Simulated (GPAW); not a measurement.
## Equation of state of wurtzite ZnO (space group 186): energy against volume (GPAW, PBE)

```
CELL_PARAMETERS angstrom
      3.19221     0.00000     0.00000
     -1.59611     2.76454     0.00000
      0.00000     0.00000     5.11736
ATOMIC_POSITIONS crystal
  Zn 0.33333 0.66667 0.00000
  Zn 0.66667 0.33333 0.50000
  O  0.33333 0.66667 0.38200
  O  0.66667 0.33333 0.88200
```

Method of the run: PBE, GPAW PAW datasets PBE (gpaw-data 1.0.1) (plane waves; GPAW). Settings: mode = pw; ecut = 1040 eV; xc = PBE; kpts = 12 12 6; mesh shift (steps) = 0 0 0; occupations.name = fermi-dirac; occupations.width = 0.01 eV; nbands = -6; convergence.density = 1e-05 e/electron; convergence.energy = 1e-05 eV/electron; convergence.bands = -4; symmetry.symmorphic = false; symmetry.tolerance = 0.0005; maxiter = 150. The cell above is the first row's. The rows scale it uniformly. In all rows fractional positions and the k mesh are held. E is the free energy at the stated smearing, counted from the lowest row.

```csv
V (Å^3/atom),E (meV/atom)
11.290,?
11.536,24.11
11.781,11.18
12.026,3.32
12.272,0.00
12.517,0.77
12.763,5.21
13.008,12.94
13.254,23.65
```

The 8 complete rows are fitted with the third-order Birch-Murnaghan form, a cubic in V^(-2/3), E against V. With u = V^(-2/3) - 0.187, the rows have u = 0.008868, 0.006143, 0.003511, 0.000956, -0.001505, -0.003896, -0.006202, -0.008446. Least squares gives E = -0.166 - 137.83·u + 320798·u² + 385353·u³. Residuals (row less fit): 0.002, -0.002, -0.001, 0.004, 0.003, -0.008, 0.004, 0.000; standard error 0.005 (degrees of freedom: 4). Its minimum lies at u = 0.000215, so V0 = (0.187215)^(-3/2) = 12.34. There d²E/du² = 642100 and d³E/du³ = 2312000, so B0 = (4/9) × 12.34^(-7/3) × 642100 × 0.160218 = 130 GPa (the last factor turns the table's units into GPa), and B0' = 4 + (2/3) × 0.187215 × (2312000)/642100 = 4.4. The program's pressures in the fitted runs (not shown) pass through zero at V = 12.34, 0.00 % from this V0.

Task: What does the fit predict for E at V = 11.290, and how far is the calculated value from it?

Result: u = 0.011703, so E = -0.166 - 137.83 × 0.011703 + 320798 × 0.011703² + 385353 × 0.011703³ = 42.775 meV/atom. The calculation gives 42.69 meV/atom, 0.085 meV/atom below the prediction (0.2 % of the range of E in the table). The row lies outside the fitted rows, so this is an extrapolation. From the scatter of the fitted rows alone, a prediction at this place has a standard error of 0.015 meV/atom, so the miss is 5.5 times that.

Carrying the step between the two nearest rows on in a straight line would have given 37.09, off by 5.60; series whose last step already gives the withheld value aren't shown. The scan was laid around a cell of about the measured size, scaled by a guess for this functional; axis ratios and inner coordinates come from that cell. The runs keep the symmetry of the cell, so they don't test it for distortions. The shape of the cell and the inner coordinates aren't relaxed, so V0 and B0 belong to this uniform scaling; a relaxed crystal lies no higher in energy and is usually softer (forces reach 0.04 eV/Å in these rows). Cutoffs and mesh are single choices, not tested for convergence of this quantity. Series with a scatter that would blur these digits, or in which a gap closes, are not shown. Nor are scans whose minimum lies at an end fitted in this form.

Terms beyond the fitted order, or numerical noise in single rows, can give a miss of this size; the table doesn't tell which.
